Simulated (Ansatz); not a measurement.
**Ga2O3 (model structure, started from the Bi2Te3 type, R-3m, No. 166, 5 atoms in the cell): smallest direct gap on the k points sampled by level of theory**

No measured value is used here.

| level (code) | value (eV) |
|---|---|
| LDA (Ansatz) | (withheld) |
| PBEsol+SOC (Ansatz) | 2.31 |
| r²SCAN (Ansatz) | 2.96 |
| r²SCAN+SOC (Ansatz) | 2.96 |
| PBE0 (Ansatz) | 4.71 |

**Question.** Some entries are withheld; supply them.

**Answer.** 
- LDA (Ansatz, an electronic-structure program), value (eV): 2.26

Computed values are for a static lattice. Levels without +SOC have no spin–orbit coupling; where heavier elements are present it shifts gaps, mostly down, and can invert bands.  Values are at the PBE-D3(BJ) cell. Cutoffs and k meshes differ between the levels. Ansatz's density-functional and Hartree–Fock values are scalar-relativistic unless marked +SOC, with PAW data made under PBE.

A model structure was made by putting elements into a prototype or built by hand; it is no filed structure, need not be a known phase, and can be a saddle point held by its symmetry.
